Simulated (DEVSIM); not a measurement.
Device: Mo/SiO2/p-Si capacitor, at 300 K.

| layer (left to right) | material | thickness (nm) | Na (cm⁻³) |
|---|---|---|---|
| 1 | SiO2 | 27.0 | - |
| 2 | Si | 3400 | 2.9e16 |

Metal gate on the left, work function 4.6 eV. Fixed charge at the semiconductor interface 0 cm⁻² (in units of +e); interface traps 6e10 cm⁻² eV⁻¹, uniform in energy, neutral level at 0.7 of the gap above the valence band.

The device is made up for the run: typed textbook-type constants, with dimensions and the other settings drawn at random. Values at 300 K.

| parameter | SiO2 | Si |
|---|---|---|
| gap (eV) | 9 | 1.124 |
| affinity (eV) | 0.9 | 4.05 |
| permittivity | 3.9 | 11.7 |
| Nc (cm⁻³) | - | 2.86e19 |
| Nv (cm⁻³) | - | 3.1e19 |

Simulated with DEVSIM: 1D Poisson equation in equilibrium, Boltzmann statistics, complete ionisation; no quantum confinement or tunnelling. Metal contacts follow the ideal Schottky-Mott rule: no Fermi-level pinning, no interface dipoles.

Base results: capacitance of the dielectric stack (μF/cm²) 0.128; minimum of the low-frequency capacitance (μF/cm²) 0.0469; flat-band voltage (V) -0.44.

### Question
What follows from this one change: fixed charge 0 → 4.8e+11 cm^-2?

### Answer
capacitance of the dielectric stack little changed (0.128 μF/cm²); minimum of the low-frequency capacitance little changed (0.0469 μF/cm²); flat-band voltage -0.44 → -1.04 V.

### Question
What follows from this one change: SiO2 thickness 0.027 → 0.019 μm?

### Answer
capacitance of the dielectric stack 0.128 → 0.182 μF/cm²; minimum of the low-frequency capacitance 0.0469 → 0.0531 μF/cm²; flat-band voltage -0.44 → -0.43 V.

### Question
What follows from this one change: gate work function 4.6 → 4.9 eV?

### Answer
capacitance of the dielectric stack little changed (0.128 μF/cm²); minimum of the low-frequency capacitance little changed (0.0462 μF/cm²); flat-band voltage -0.44 → -0.14 V.

### Question
What follows from this one change: substrate doping 2.9e+16 → 5.8e+15 cm^-3?

### Answer
capacitance of the dielectric stack little changed (0.128 μF/cm²); minimum of the low-frequency capacitance 0.0469 → 0.0310 μF/cm²; flat-band voltage -0.44 → -0.39 V.

### Question
What follows from this one change: interface trap density 6e+10 → 1e+10 cm^-2 eV^-1?

### Answer
capacitance of the dielectric stack little changed (0.128 μF/cm²); minimum of the low-frequency capacitance 0.0469 → 0.0435 μF/cm²; flat-band voltage -0.44 → -0.40 V.
